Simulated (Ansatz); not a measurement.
CrCuO2 (space group R-3m, No. 166; ferromagnetic)

Space group R-3m, hexagonal axes (No. 166); a = 2.9638 Å, b = 2.9638 Å, c = 16.9204 Å, α = 90.00°, β = 90.00°, γ = 120.00°

```json
[
 {"atom": "Cu", "site": "3a", "symmetry": "-3m", "x": "0.0000", "y": "0.0000", "z": "0.0000"},
 {"atom": "Cr", "site": "3b", "symmetry": "-3m", "x": "0.0000", "y": "0.0000", "z": "0.5000"},
 {"atom": "O", "site": "6c", "symmetry": "3m", "x": "0.0000", "y": "0.0000", "z": "0.1081"}
]
```
(The calculation used a cell of 4 atoms; values per cell refer to that cell.)

Level of theory: Ansatz (a quantum-chemistry and plane-wave program), PBEsol, PAW, cutoff 420 eV, scalar-relativistic without spin-orbit coupling. k-mesh 13×13×13 (Γ-centred); smearing 0.05 eV (Fermi–Dirac).

| Property | Value |
|---|---|
| Volume per atom | 10.73 Å³ |
| Density | 5.71 g/cm³ |
| Band gap | 0.92 eV, indirect, S₂–F (13 % along) → L |
| Magnetic state | ferromagnetic |
| Total energy | -2765.054 eV/atom (σ→0; compares only within this code and set-up) |

Whether these cells are dynamically stable was not tested. No Hubbard U is applied and the magnetic state is the run's own (CrCuO2 ferromagnetic); other magnetic orders, which need larger cells, were not tried and can change the gap. Where the two band edges lie in opposite spin channels, the gap is a spin-flip gap.
